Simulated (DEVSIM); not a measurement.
Structure: illuminated Si n-on-p cell, one wavelength, at 300 K.

```csv
layer (left to right),material,thickness (μm),Nd (cm⁻³),Na (cm⁻³),τn (s),τp (s),absorption coefficient (cm⁻¹)
1,Si,0.130,8.6e17,-,7.6e-6,0.00015,1e5
2,Si,260,-,1e17,0.00027,0.00027,1e5
```

Left contact: ohmic, minority hole recombination velocity 10000 cm/s. Right contact: ohmic, minority electron recombination velocity 2e6 cm/s. Voltage is applied to the left contact. Recombination: SRH at mid-gap, radiative, Auger. Light enters at the left, 9.4e16 photons cm⁻² s⁻¹, one pass, no reflection. Mobility is constant in doping.

This is a model device: material constants are rounded textbook-type values typed into the input, and sizes, dopings and lifetimes were drawn at random. Values at 300 K.

```
parameter           Si
-------------  -------
gap (eV)         1.124
affinity (eV)     4.05
permittivity      11.7
Nc (cm⁻³)      2.86e19
Nv (cm⁻³)       3.1e19
μn (cm²/Vs)       1417
μp (cm²/Vs)        470
B (cm³/s)      4.7e-15
Cn (cm⁶/s)     2.8e-31
Cp (cm⁶/s)     9.9e-32
```

Simulated with DEVSIM: 1D drift-diffusion, Boltzmann statistics, complete ionisation; no tunnelling, impact ionisation, image-force lowering or self-heating.

The photon flux was swept, all else fixed.

| photon flux (cm^-2 s^-1) | fill factor | short-circuit current (mA/cm²) | open-circuit voltage (V) | largest power (mW/cm²) |
|---|---|---|---|---|
| 2.8e15 | 0.81 | 0.445 | 0.533 | 0.193 |
| 9.4e15 | 0.82 | 1.49 | 0.565 | 0.690 |
| 2.8e16 | 0.83 | 4.45 | 0.593 | 2.18 |
| 9.4e16 | 0.83 | ___ | ___ | 7.75 |
| 2.8e17 | 0.84 | 44.5 | 0.652 | 24.3 |
| 9.4e17 | 0.84 | 149 | 0.684 | 86.0 |
| 2.8e18 | 0.85 | 445 | 0.712 | 268 |

**Question.** Fill in the missing entries.

**Answer.** 
- 9.4e16, short-circuit current (mA/cm²): 14.9
- 9.4e16, open-circuit voltage (V): 0.624
